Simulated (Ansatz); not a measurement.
Results of PBE-D3(BJ) in Ansatz (PAW) for cubic perovskite SrVO3.

Run with plane-wave cutoff 520 eV, 14×14×14 k mesh, Fermi–Dirac smearing 0.05 eV, no spin polarisation, scalar-relativistic PAW data made under PBE.

Results at a series of volumes:

```
V (Å³/atom)  E − E_lowest (meV/atom)  P (GPa)
-----------  -----------------------  -------
10.573                         26.85    13.48
10.798                         11.49     8.49
11.023                          2.77     4.02
11.248                          0.00     0.00
11.473                          2.57    -3.60
11.698                          9.93    -6.82
11.923                         21.58    -9.72
```

Problem. Estimate the bulk modulus from the pressures at 11.023 and 11.473 Å³/atom, and compare it with a fit to all energies.

Solution. B = −V dP/dV. Between V = 11.023 and 11.473 Å³/atom, dP/dV = (-3.60 − (4.02))/(11.473 − 11.023) = -16.9 GPa per Å³/atom; at the midpoint 11.248 Å³/atom this gives B ≈ 190 GPa. The third-order Birch–Murnaghan fit gives V0 = 11.248 Å³/atom, B0 = 190 GPa, B′ = 4.4, which lies within 1 % of that estimate.

Measured, for comparison: equilibrium volume per atom 11.34 Å³/atom (temperature not stated, no zero-point or thermal correction; as tabulated in Marks et al. (2021), arXiv:2103.05797). Computed (rounded) less measured: equilibrium volume per atom -0.8 %. A static lattice is as a rule a little smaller and stiffer than an uncorrected measurement, which narrows the difference in the equilibrium volume per atom and would widen misses of the other sign.

Computed values are for the static lattice.

Computing time: very roughly 2.8 core-minutes.

Ansatz is an electronic-structure program.
